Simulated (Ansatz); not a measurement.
The starting structures come from a database of crystals and need not be the phases stable at ambient conditions.

Input:

```yaml
crystal:
  lattice:
    - [4.60912, 0.00071, 0.00259]
    - [2.30269, 10.39114, -0.08730]
    - [2.30059, -2.94346, 7.80291]
  atoms:
    - { symbol: Cs, position: [0.45640, 0.22569, 0.85930] }
    - { symbol: Cs, position: [0.53864, 0.77462, 0.14577] }
    - { symbol: Li, position: [0.25740, 0.79063, 0.69238] }
    - { symbol: Li, position: [0.99809, 0.50023, 0.50251] }
    - { symbol: Li, position: [0.73771, 0.20957, 0.31280] }
    - { symbol: I, position: [0.16323, 0.19419, 0.47713] }
    - { symbol: I, position: [0.65638, 0.44287, 0.24224] }
    - { symbol: I, position: [0.33858, 0.55736, 0.76292] }
    - { symbol: I, position: [0.83202, 0.80584, 0.52790] }
    - { symbol: I, position: [0.99756, 0.00016, 0.00251] }
```

Space group of this cell: P1. The cell was relaxed by PBE-D3(BJ); by r2SCAN its mean pressure is 0.9 GPa.

Transport runs along the normal of the first two printed cell vectors.

The gap is the functional's own, uncorrected, and κ follows it; spin-orbit coupling is left out. Mid-gap values are interpolated between the computed energies.

Problem. Predict the band gap and the smallest decay constant κ at mid-gap from r2SCAN (Ansatz, a first-principles code).

Solution. Gap 4.59 eV on a 8×4×4 mesh; κ = 0.317 1/Å, at the zone centre.
